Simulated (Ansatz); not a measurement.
Take Ir in the fcc (Cu type) structure (space group Fm-3m, No. 225; a = 3.8305 Å) as the base.

Modification: cell and atoms relaxed at a pressure of 60 GPa.

Levels (all Ansatz, an electronic-structure program, PAW): PBEsol (420 eV, without spin-orbit coupling); PBEsol+SOC (420 eV, with spin-orbit coupling).

The geometry is relaxed with PBEsol.

| Item | Result |
|---|---|
| PBEsol pressure | 60.0 GPa |

With PBEsol+SOC at the same geometry, the pressure grows by 0.2 GPa, from 60.0 GPa to 60.2 GPa.

Single points use the geometry relaxed with PBEsol. The spin-orbit shifts are approximate. Load acts through the strain it causes; cell and atoms are relaxed under it. Whether these cells are dynamically stable was not tested. Competing high-pressure phases were not computed. The runs without spin-orbit coupling are not spin-polarised.
